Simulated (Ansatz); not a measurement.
Take InP in the zinc blende structure (space group F-43m, No. 216; a = 5.8269 Å) as the base. Axes: x, y, z lie along the cube axes.

Calculations: Ansatz (a first-principles code) LDA, without spin-orbit coupling.

Strains are applied to the cell and any free atomic positions relax.

One change was made to it. Results:

The band gap shrinks by 0.07 eV (0.58 eV → 0.51 eV); the pressure (mean of the normal stresses, compression positive) goes from zero to -0.70 GPa; the valence-band top at Γ (three highest levels, from the VBM) changes from 0.00, 0.00, 0.00 eV to 0.00, 0.00, -0.05 eV; the electron mass changes from 0.046 mₑ (at Γ) to 0.044 mₑ along z, 0.041 mₑ across (at Γ).

**Question.** What was done to the base?
A. uniaxial strain ε_zz = +3.00 %
B. uniaxial strain ε_zz = +1.00 %
C. uniaxial strain ε_zz = +2.50 %
D. uniaxial strain ε_zz = +2.00 %

**Answer.** B, uniaxial strain ε_zz = +1.00 %. For comparison, the band gap in the other runs: uniaxial strain ε_zz = +2.50 % gives 0.40 eV; uniaxial strain ε_zz = +3.00 % gives 0.36 eV; uniaxial strain ε_zz = +2.00 % gives 0.44 eV.

Masses are band curvatures over ±0.01 Å⁻¹ around the edge. Stability against distortions was not tested.
